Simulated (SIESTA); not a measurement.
## Input and output of a self-consistent single point for SrP₂Os₂ (I4/mmm, 5 atoms in the cell) (SIESTA)

Method of the run: GGA PBEsol, numerical atomic orbitals DZP, PseudoDojo PBEsol standard norm-conserving potentials (rewritten from UPF to PSML) run with SIESTA.

This input was run:

```
# files in the folder: Sr.psml P.psml Os.psml (PseudoDojo PBEsol standard)
SystemName  Sr(POs)2
SystemLabel Sr(POs)2

NumberOfAtoms                5
NumberOfSpecies              3
%block ChemicalSpeciesLabel
  1 38 Sr
  2 15 P
  3 76 Os
%endblock ChemicalSpeciesLabel
LatticeConstant              1.0 Bohr
%block LatticeVectors
    -3.835066889    3.835066889   10.770078308
     3.835066889   -3.835066889   10.770078308
     3.835066889    3.835066889  -10.770078308
%endblock LatticeVectors
AtomicCoordinatesFormat      Ang
%block AtomicCoordinatesAndAtomicSpecies
     0.000000000    0.000000000    0.000000000  1
    -0.000000000    0.000000000    3.987786216  2
     0.000000000   -0.000000000    7.410773784  2
    -0.000000000    2.029430000    2.849640000  3
     2.029430000    0.000000000    2.849640000  3
%endblock AtomicCoordinatesAndAtomicSpecies

XC.functional                GGA
XC.authors                   PBEsol
PAO.BasisSize                DZP
PAO.EnergyShift              0.01 Ry
MeshCutoff                   300 Ry
%block kgrid.MonkhorstPack
    7   0   0  0.0
    0   7   0  0.0
    0   0   7  0.0
%endblock kgrid.MonkhorstPack
OccupationFunction           FD
ElectronicTemperature        0.1 eV

MaxSCFIterations             150
SCF.Mixer.Method             Broyden
SCF.Mixer.Weight             0.2
SCF.Mixer.History            6
SCF.DM.Tolerance             1.0E-04
Diag.ParallelOverK           true
WriteForces                  true
Charge.Mulliken              end
```

Log, with long lists cut:

```
reinit: Reading from file input.fdf

reinit: System Name: Sr(POs)2
reinit: System Label: Sr(POs)2

coor:   Atomic-coordinates input format  =     Cartesian coordinates
coor:                                          (in Angstroms)

siesta: Atomic coordinates (Bohr) and species
siesta:      0.00000   0.00000   0.00000  1        1
siesta:     -0.00000   0.00000   7.53582  2        2
siesta:      0.00000  -0.00000  14.00433  2        3
siesta:     -0.00000   3.83507   5.38504  3        4
siesta:      3.83507   0.00000   5.38504  3        5

siesta: System type = bulk

initatomlists: Number of atoms, orbitals, and projectors:      5    73   118

siesta: ******************** Simulation parameters ****************************
redata: Spin configuration                          = none
redata: Time-Reversal Symmetry                      = T
redata: Number of Atomic Species                    =        3
redata: Mesh Cutoff                                 =   300.0000 Ry
redata: Net charge of the system                    =     0.0000 |e|
redata: Min. number of SCF Iter                     =        0
redata: Max. number of SCF Iter                     =      150
redata: SCF convergence failure will abort job
redata: SCF mix quantity                            = Hamiltonian
redata: Mix DM or H after convergence               =   F
redata: Recompute H after scf cycle                 =   F
redata: Mix DM in first SCF step                    =   T
redata: No kicks to SCF
redata: DM Mixing Weight for Kicks                  =     0.5000
redata: Require Harris convergence for SCF          =   F
redata: Harris energy tolerance for SCF             =     0.000100 eV
redata: Require DM convergence for SCF              =   T
redata: DM tolerance for SCF                        =     0.000100
redata: Require EDM convergence for SCF             =   F
redata: EDM tolerance for SCF                       =     0.001000 eV
   [... lines left out ...]
diag: Parallel distribution                         =     1 x     1
diag: Used triangular part                          = Lower
diag: Absolute tolerance                            =  0.100E-15
diag: Orthogonalization factor                      =  0.100E-05
diag: Memory factor                                 =  1.0000

superc: Internal auxiliary supercell:     7 x     7 x     7  =     343
superc: Number of atoms, orbitals, and projectors:   1715  25039  40474

                        Single-point calculation

superc: Internal auxiliary supercell:     7 x     7 x     7  =     343
superc: Number of atoms, orbitals, and projectors:   1715  25039  40474

outcell: Unit cell vectors (Ang):
       -2.029430    2.029430    5.699280
        2.029430   -2.029430    5.699280
        2.029430    2.029430   -5.699280

outcell: Cell vector modules (Ang)   :    6.381141    6.381141    6.381141
outcell: Cell angles (23,13,12) (deg):    142.9117    142.9117     53.4579
outcell: Cell volume (Ang**3)        :     93.8919
new_DM -- step:     1
Initializing Density Matrix...

Attempting to read DM from file... Failed...
DM filled with atomic data:

InitMesh: MESH = 54 x 54 x 40 = 116640
InitMesh: Mesh cutoff (required, used) =   300.000   313.876 Ry

stepf: Fermi-Dirac step function
        iscf     Eharris(eV)        E_KS(eV)     FreeEng(eV)     dDmax    Ef(eV) dHmax(eV)
   scf:    1    -6770.233315    -6804.494965    -6804.588388  1.134394 -2.848080 11.327089
   scf:    2    -6813.130230    -6811.222377    -6811.278896  0.343771 -3.573851  2.568908
   scf:    3    -6811.593725    -6811.419229    -6811.476877  0.042461 -3.586500  1.832862
   scf:    4    -6811.634883    -6811.553388    -6811.614305  0.078313 -3.578343  0.372414
   scf:    5    -6811.565187    -6811.559938    -6811.620662  0.020022 -3.567951  0.050771
   scf:    6    -6811.560371    -6811.560178    -6811.620858  0.002816 -3.564459  0.010592
   scf:    7    -6811.560151    -6811.560167    -6811.620889  0.001481 -3.561689  0.003371
   scf:    8    -6811.560155    -6811.560161    -6811.620891  0.000385 -3.561200  0.002698
   scf:    9    -6811.560161    -6811.560161    -6811.620892  0.000132 -3.561147  0.001861
   scf:   10    -6811.560160    -6811.560160    -6811.620892  0.000100 -3.561110  0.001253
   scf:   11    -6811.560160    -6811.560160    -6811.620893  0.000073 -3.561079  0.000857
SCF Convergence by DM+H criterion
max |DM_out - DM_in|         :     0.0000726901
max |H_out - H_in|      (eV) :     0.0008574808
SCF cycle converged after 11 iterations

Using DM_out to compute the final energy and forces

siesta: E_KS(eV) =            -6811.5602

siesta: E_KS - E_eggbox =     -6811.5602

siesta: Atomic forces (eV/Ang):
     1    0.000000    0.000000   -0.000000
     2    0.000413    0.000413    0.712453
     3   -0.000413   -0.000413   -0.712453
     4    0.000898   -0.000898    0.000000
     5   -0.000898    0.000898    0.000000
   Tot    0.000000    0.000000    0.000000
   Max    0.712453
   Res    0.260152    sqrt( Sum f_i^2 / 3N )
   Max    0.712453    constrained

Stress tensor Voigt[x,y,z,yz,xz,xy] (kbar):      -15.90      -15.90       -3.86        0.25        0.25        0.28
(Free)E + p*V (eV/cell)    -6810.9243
Target enthalpy (eV/cell)    -6811.6209

siesta: Program's energy decomposition (eV):
siesta: Ebs     =     -1397.326224
siesta: Eions   =      9785.742697
siesta: Ena     =      1933.352513
siesta: Ekin    =      1929.611500
siesta: Enl     =       493.194049
siesta: Eso     =         0.000000
siesta: Edftu   =         0.000000
siesta: DEna    =        76.969150
siesta: DUscf   =         1.614260
siesta: DUext   =         0.000000
siesta: Ex      =     -1351.523158
siesta: Ec      =      -109.035777
siesta: Exc     =     -1460.558936
siesta: Eharris =     -6811.560160
siesta: Etot    =     -6811.560160
siesta: FreeEng =     -6811.620893

siesta: Atomic forces (eV/Ang):
siesta:      1    0.000000    0.000000   -0.000000
siesta:      2    0.000413    0.000413    0.712453
siesta:      3   -0.000413   -0.000413   -0.712453
siesta:      4    0.000898   -0.000898    0.000000
siesta:      5   -0.000898    0.000898    0.000000
siesta: ----------------------------------------
siesta:    Tot    0.000000    0.000000    0.000000

siesta: Stress tensor (static) (eV/Ang**3):
siesta:    -0.009926    0.000175    0.000155
siesta:     0.000175   -0.009926    0.000155
siesta:     0.000155    0.000155   -0.002406

siesta: Cell volume =         93.891902 Ang**3

siesta: Pressure (static):
   [... lines left out ...]
siesta:          11.88728918         25.77950414  kBar
   [... lines left out ...]
               5px
   1  9.412   1.994   0.627  -0.085   2.001   1.988   2.001   0.290   0.304
              0.290

Species: P
Atom  Qatom  Qorb
               3s      3s      3py     3pz     3px     3py     3pz     3px
               3Pdxy   3Pdyz   3Pdz2   3Pdxz   3Pdx2-y2
   2  5.430   1.181   0.217   1.114   1.294   1.114  -0.008  -0.095  -0.008
              0.152   0.101   0.122   0.101   0.144
   3  5.430   1.181   0.217   1.114   1.294   1.114  -0.008  -0.095  -0.008
              0.152   0.101   0.122   0.101   0.144

Species: Os
Atom  Qatom  Qorb
               5s      6s      6s      5py     5pz     5px     6py     6pz
               6px     5dxy    5dyz    5dz2    5dxz    5dx2-y2 5dxy    5dyz
               5dz2    5dxz    5dx2-y2
   4 15.864   1.960   0.639  -0.070   1.983   1.992   1.983   0.270   0.228
              0.270   1.160   1.413   1.362   1.413   1.363  -0.041  -0.027

             -0.017  -0.027   0.009
   5 15.864   1.960   0.639  -0.070   1.983   1.992   1.983   0.270   0.228
              0.270   1.160   1.413   1.362   1.413   1.363  -0.041  -0.027

             -0.017  -0.027   0.009

mulliken: Qtot =       52.000

Mulliken Atomic Populations:
Atom #   charge [q] valence [e]  Species
     1     0.588263    9.411737  Sr
     2    -0.430451    5.430451  P
     3    -0.430451    5.430451  P
     4     0.136319   15.863681  Os
     5     0.136319   15.863681  Os
 Total    -0.000000
```

The run converged in 11 iterations.

The starting cell comes from a database of computed structures (which also holds hypothetical and non-ambient phases and stackings), without a prior relaxation at this level. Spin polarisation is off. Values carry the incompleteness of an atom-centred basis.

Cost on one core of a shared machine: roughly 30 s.
